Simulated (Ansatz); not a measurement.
This Ansatz (a first-principles code) input is the reference run, BaTe in the rock salt structure (space group Fm-3m, No. 225), computed with Kohn–Sham DFT with the PBE functional, run in Ansatz with PAW and 420 eV plane waves, no SOC:

Ansatz 0.2 input:
```yaml
crystal:
  lattice:
    - [0, 3.5322116846, 3.5322116846]
    - [3.5322116846, 0, 3.5322116846]
    - [3.5322116846, 3.5322116846, 0]
  atoms:
    - { symbol: Ba, position: [0, 0, 0] }
    - { symbol: Te, position: [0.5, 0.5, 0.5] }
basis: { ecutwfc: 420, ecutrho_ratio: 4, xc_grid: 2, fft_grid_basis: typed }
kpoints: { mp_grid: { grid: [8, 8, 8] } }
hamiltonian:
  xc: pbe
  dispersion: none
  pseudopotentials: { kind: paw }
scf: { occupations: { method: fermi_dirac, width: 0.05 }, convergence: { dr2_threshold: 0.0000000002 } }
output: { forces: true, stress: true }
checkpoint: { write: state.ck, write_every: 1000 }
```

### Question
Write the input for this change: every lattice vector is shortened by 1.50 %; the atoms relax in the strained cell.

### Answer
Ansatz 0.2 input:
```yaml
crystal:
  lattice:
    - [0, 3.4792285093, 3.4792285093]
    - [3.4792285093, 0, 3.4792285093]
    - [3.4792285093, 3.4792285093, 0]
  atoms:
    - { symbol: Ba, position: [0, 0, 0] }
    - { symbol: Te, position: [0.5, 0.5, 0.5] }
basis: { ecutwfc: 420, ecutrho_ratio: 4, xc_grid: 2, fft_grid_basis: typed }
kpoints: { mp_grid: { grid: [8, 8, 8] } }
hamiltonian:
  xc: pbe
  dispersion: none
  pseudopotentials: { kind: paw }
scf: { occupations: { method: fermi_dirac, width: 0.05 }, convergence: { dr2_threshold: 0.0000000002 } }
relax: { f_tol: 0.005, max_steps: 50 }
output: { forces: true, stress: true }
checkpoint: { write: state.ck, write_every: 1000 }
```
This is the input that was run.

Whether these cells are dynamically stable was not tested.
